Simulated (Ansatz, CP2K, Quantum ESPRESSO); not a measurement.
# TiPt3 (P1, 8 atoms in the cell) computed with different codes at matched settings

Self-consistent single point, at a second geometry (atoms moved at random). First geometry:

```
CELL_PARAMETERS angstrom
      5.66955     0.00000     0.00000
     -2.83477     4.90997     0.00000
      0.00000     0.00000     4.56803
ATOMIC_POSITIONS crystal
  Ti 0.33333 0.66667 0.75000
  Ti 0.66667 0.33333 0.25000
  Pt 0.16720 0.33441 0.25000
  Pt 0.83279 0.66559 0.75000
  Pt 0.83279 0.16720 0.75000
  Pt 0.16720 0.83279 0.25000
  Pt 0.66559 0.83279 0.25000
  Pt 0.33441 0.16720 0.75000
```

Second geometry:
```yaml
crystal:
  lattice:
    - [5.66955, 0.00000, 0.00000]
    - [-2.83477, 4.90997, 0.00000]
    - [0.00000, 0.00000, 4.56803]
  atoms:
    - { symbol: Ti, position: [0.33318, 0.66719, 0.75848] }
    - { symbol: Ti, position: [0.67056, 0.33057, 0.26866] }
    - { symbol: Pt, position: [0.17134, 0.33979, 0.24358] }
    - { symbol: Pt, position: [0.83833, 0.66775, 0.75129] }
    - { symbol: Pt, position: [0.82840, 0.17388, 0.75211] }
    - { symbol: Pt, position: [0.17300, 0.83203, 0.23383] }
    - { symbol: Pt, position: [0.66751, 0.83498, 0.25002] }
    - { symbol: Pt, position: [0.31768, 0.15381, 0.74204] }
```

Shared settings, as Ansatz (a quantum-chemistry and plane-wave program) writes them: kpoints.mp_grid.grid = 5 5 5; scf.occupations.method = gaussian; scf.occupations.width = 0.0073 Ry. Potentials and cutoffs stand in the table.

```json
[
 {"code": "Ansatz", "model": "LDA (PW92), PAW files made with PBE", "ΔF from the first geometry (meV/atom)": "12.3", "pressure (GPa)": "-19.69", "largest force (eV/Å)": "0.742", "cutoff": "default"},
 {"code": "Quantum ESPRESSO", "model": "LDA (PZ), GBRV 1.5 ultrasoft (LDA) pseudopotentials", "ΔF from the first geometry (meV/atom)": "12.4", "pressure (GPa)": "-19.96", "largest force (eV/Å)": "0.741", "cutoff": "50 Ry"},
 {"code": "CP2K", "model": "LDA (Pade form), GPW, DZVP-MOLOPT-SR-GTH basis, GTH-PADE potentials (GTH_POTENTIALS)", "ΔF from the first geometry (meV/atom)": "5.1", "pressure (GPa)": "-40.41", "largest force (eV/Å)": "0.632", "cutoff": "grid 600 Ry"}
]
```

Size of the force on each atom (eV/Å): Sizes of forces hide their directions.

```tsv
code	Ti1	Ti2	Pt3	Pt4	Pt5	Pt6	Pt7	Pt8
Ansatz	0.230	0.325	0.387	0.499	0.399	0.670	0.200	0.742
Quantum ESPRESSO	0.232	0.327	0.392	0.499	0.405	0.676	0.204	0.741
CP2K	0.077	0.047	0.073	0.420	0.139	0.243	0.145	0.632
```

On Ansatz's run: spin-orbit coupling is off. Spin polarisation is off.

The spread over the programs that give each value: ΔF from the first geometry within 7.3 meV/atom; pressure within 20.72 GPa; largest force within 0.110 eV/Å.

CP2K uses small atom-centred bases, whose incompleteness enters pressures, forces and empty levels differently from a plane-wave cutoff. Ansatz's pressure is given at a fixed set of plane waves, as the other plane-wave codes print theirs; with its correction for the finite basis it is -19.65 GPa. The same LDA comes in different parametrisations, which differ slightly. In the pressure, CP2K (by 20.59) lies more than 1 GPa from the median of the plane-wave programs. In the force vectors, CP2K (by 0.448) lies more than 0.08 eV/Å from the median of the plane-wave programs.

The starting cell comes from a database of computed structures (which also holds hypothetical and non-ambient phases and stackings), without a prior relaxation at this level. Its lattice was rescaled by a random factor within 2.5 % of one. For this run, on top of that: atoms moved at random.

Left out of this page: SIESTA (failed or unconverged).

Keys are those of Ansatz 0.2.
